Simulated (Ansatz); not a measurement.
Ansatz (a quantum-chemistry and plane-wave program) run on SiTc (P6_3/mmc, 4 atoms in the cell): self-consistent single point.

Method: PBE-D3BJ-ATM (plane waves, PAW; Ansatz).

```
CELL_PARAMETERS angstrom
      4.04028     0.00000     0.00000
     -2.02014     3.49899     0.00000
      0.00000     0.00000     5.63116
ATOMIC_POSITIONS crystal
  Tc 0.00000 0.00000 0.00000
  Tc 0.00000 0.00000 0.50000
  Si 0.33333 0.66667 0.25000
  Si 0.66667 0.33333 0.75000
```

Reference input (self-consistent single point, DFT, PBE, plane waves, default PAW files): basis.ecutwfc = 36.7 Ry; kpoints.mp_grid.grid = 9 9 6; hamiltonian.xc = pbe; hamiltonian.pseudopotentials = {kind: paw} (the program's default PAW files); scf.occupations.method = cold; scf.occupations.width = 0.0073 Ry. This run's input differs from it in these lines:

```diff
@@ -17,2 +17,3 @@
   xc: pbe
+  dispersion: d3bjatm
   pseudopotentials: { kind: paw }
```

The program printed (abridged):

```
SCF iter   1: F=—  HF=-12067.764586 eV  |F-HF|=—  |Δ(HF+E_count)|=         —  Δρ=3.57e-2  dr2=1.75e0  ethr=3.10e-3  ⟨swp⟩=5.1  Hψ=4426  notcnv=0
all-band conjugate gradients solve this SCF's bands
preconditioner: auto → Kerker (q_TF=auto, 2.412 Å⁻¹)
SCF iter   2: F=—  HF=-12067.497017 eV  |F-HF|=—  |Δ(HF+E_count)|=   2.68e-1  S|Δr|=    0.00e0  Δρ=2.11e-2  dr2=5.93e-1  ethr=3.10e-3  ⟨swp⟩=1.0  Hψ=1488  notcnv=0
   [... lines left out ...]
SCF iter   6: F=—  HF=-12067.347576 eV  |F-HF|=—  |Δ(HF+E_count)|=   7.12e-5  S|Δr|=    0.00e0  Δρ=6.25e-5  dr2=3.60e-6  ethr=4.37e-7  ⟨swp⟩=2.0  Hψ=1576  notcnv=0  defer=4
SCF iter   7: F=—  HF=-12067.347574 eV  |F-HF|=—  |Δ(HF+E_count)|=   1.84e-6  S|Δr|=    0.00e0  Δρ=1.31e-5  dr2=1.55e-7  ethr=9.46e-9  ⟨swp⟩=2.0  Hψ=1603  notcnv=0  defer=4
SCF iter   8: F=-12067.347574 eV  HF=-12067.347574 eV  |F-HF|=8.28e-10  |Δ(HF+E_count)|=   4.94e-8  S|Δr|=    0.00e0  Δρ=4.38e-6  dr2=1.06e-8  ethr=2.63e-10  ⟨swp⟩=5.1  Hψ=4054  notcnv=0
SCF 1 converged in 8 iterations: F = -12067.347574 eV  dr2 = 1.06e-8
Stability not checked (fill_not_monotonic)
Free energy (F): -12067.347574 eV
Internal energy: -12067.357615 eV  (E = F + TS)
E sigma→0 (E₀):  -12067.350921 eV
Entropy (-TS):   0.010041 eV (2.510 meV/atom)
Fermi energy:    10.294975 eV
--- Forces (eV/Å), atoms counted from 1 ---
  atom   1  Tc     0.00000000    -0.00000000     0.00000000
   [... zero for the other atoms too ...]
--- Stress (GPa, compression-positive) ---
      -27.914548       0.000000       0.000000
       -0.000000     -27.914548      -0.000000
        0.000000      -0.000000     -29.931776
  P = ⅓ Tr σ = -28.5870 GPa (-285.870 kbar)
  The stress holds the Pulay correction. Without it, at fixed plane waves, as pw.x and ABINIT print it: P = -28.5900 GPa
```

The run converged in 8 iterations. Against the reference run the pressure goes from -25.76 to -28.59 GPa.

The starting cell was generated: these elements placed on a structure prototype, without a prior relaxation; it need not be a known phase or ordering of this composition. Its lattice was rescaled by a random factor within 2.5 % of one. Spin polarisation is off. With a pressure of about -29 GPa the cell is away from its equilibrium volume at this level. Ansatz's pressure includes its estimate of the finite-basis (Pulay) stress. The cutoff lies below the one recommended for these files.

Keys are those of Ansatz 0.2.
